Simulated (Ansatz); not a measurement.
Results of PBEsol in Ansatz (plane waves, PAW) for BN (model structure, started from the rocksalt type, Fm-3m, No. 225, 2 atoms in the cell).

Run with plane-wave cutoff 520 eV, 16×16×16 k mesh, Fermi–Dirac smearing 0.01 eV, scalar-relativistic PAW data made under PBE.

Cell (relaxed at this level):

```yaml
crystal:
  lattice:
    - [0.00000, 1.74129, 1.74129]
    - [1.74129, 0.00000, 1.74129]
    - [1.74129, 1.74129, 0.00000]
  atoms:
    - { symbol: N, position: [0.00000, 0.00000, 0.00000] }
    - { symbol: B, position: [0.50000, 0.50000, 0.50000] }
```

**Question.** Estimate the band gap, Γ–Γ gap and bulk modulus that the calculation returns.

**Answer.** 
- band gap: 1.34 eV (on the SCF k mesh)
- Γ–Γ gap: 10.33 eV
- bulk modulus: 401 GPa

Note: the bulk modulus is −V dP/dV from two relaxed cells at ±2 % in volume; the relaxation could raise the start's symmetry but not lower it, so the cell can be a saddle point.

Computing time: about 10 core-seconds (a rough figure).

A model structure was made by putting elements into a prototype or built by hand; it is no filed structure, need not be a known phase, and can be a saddle point held by its symmetry.

Ansatz is a program for electronic structure.
